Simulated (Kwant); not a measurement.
Model system: wire with an abrupt hard-wall neck in a In0.53Ga0.47As two-dimensional gas. Effective mass 0.041 mₑ, grid spacing 5 nm, hard walls, nominal width 150 nm (29 grid rows, so walls 150 nm apart), one parabolic valley, scattering region 450 nm long along x; energies count from the band bottom; Fermi energy swept from 0.00020381 to 0.0143 eV. Central neck 53 nm wide and 86 nm long.

Constants are typed, rounded textbook-type inputs, not results; the design itself was drawn at random and stands for no fabricated device.

Computed with Kwant: effective-mass tight-binding model on a square grid, one spin, coherent transport at 0 K. Conductance is in e²/h.

Sweep values stay those of the base run.

The neck length was swept, all else fixed.

| neck length (nm) | G (e²/h) at E = 7.150 meV | G (e²/h) at E = 10.62 meV |
|---|---|---|
| 26 | 1.04 | 1.46 |
| 43 | 1.00 | (withheld) |
| 86 | 0.99 | 1.80 |
| 130 | 1.00 | 1.65 |

Question: Fill in the missing entries.

Answer: 
- 43, G (e²/h) at E = 10.62 meV: 1.40
